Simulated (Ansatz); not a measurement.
**SiH3 on the 1x1 (100) surface of fcc Cu, one in a 2x2 cell, started at the site 'bridge Cu-Cu (span 2.6 Å)'**

Computed with PBE (plane waves to 420 eV, PAW; Ansatz, a first-principles code).

Slab: 20 atoms, 5.3 Å thick at the start under the adsorbate (thin: gaps and levels are the slab's own); k 6x6x1, smearing 0.1 eV, dipole-corrected; 8 atoms held, the rest relaxed; symmetry of the start imposed; spin-polarised, no spin-orbit, no U, no dispersion correction. The starting moment vanished. At the end it is bonded to 4 Cu. In PBE it is, or lies within 0.03 eV of, the lowest of the starts that converged.

```yaml
adsorption energy against SiH4(g) − ½ H2(g): -0.63 eV
work_function_of_the_top_face: 4.37 eV
change_of_the_work_function: -0.18 eV
change_of_the_step_from_the_bottom_to_the_top_vacuum_level_against_the_clean_slab: -0.16 eV
energy_released_by_relaxation: 0.47 eV
height of the binding atom over the mean of the host atoms within 0.3 Å of the top one: 1.595 Å
magnetic_moment_of_the_cell: 0.00 μB
nearest_host_atoms_of_the_binding_atom: Cu at 2.43 Å, Cu at 2.43 Å, Cu at 2.44 Å
largest_move_of_a_host_atom: 0.10 Å
note: in the relaxation the adsorbate left its starting site by 1.3 Å
cost: around 110 core-minutes (rough)
```

A negative adsorption energy means that the adsorbate is more stable on the surface than in its reference.
